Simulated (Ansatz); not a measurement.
Elastic constant C66 (GPa) of solids drawn from the class of silicides and borides, at two levels: PBE (PAW; Ansatz, an electronic-structure program), and PBEsol (PAW; Ansatz).

```csv
solid,PBE,PBEsol
AlB2-type ZrB2,253,265
AlB2-type TiB2,291,?
C11b WSi2,200,213
C11b MoSi2,189,202
AlB2-type MgB2,184,187
AlB2-type HfB2,265,278
```

Estimate the withheld PBEsol value from the other rows.

One way: carry over the typical ratio. The ratios PBEsol / PBE of the other rows, in order: 1.016, 1.047, 1.049, 1.065, 1.069; median 1.049. AlB2-type TiB2: 291 × 1.049 = 305 GPa; the run gives 303 GPa. The ratios spread from 1.016 to 1.069, so such an estimate is rough.

Over all 6 rows PBEsol is the larger in 6.

Ansatz's runs of these crystals have no spin polarisation.

Spin–orbit coupling is left out, also for the solids with elements from indium on (C11b WSi2, AlB2-type HfB2); its size isn't shown.

Each level is taken at its own relaxed cell. Ansatz's density-functional and Hartree–Fock values are scalar-relativistic unless marked +SOC, with PAW data made under PBE.
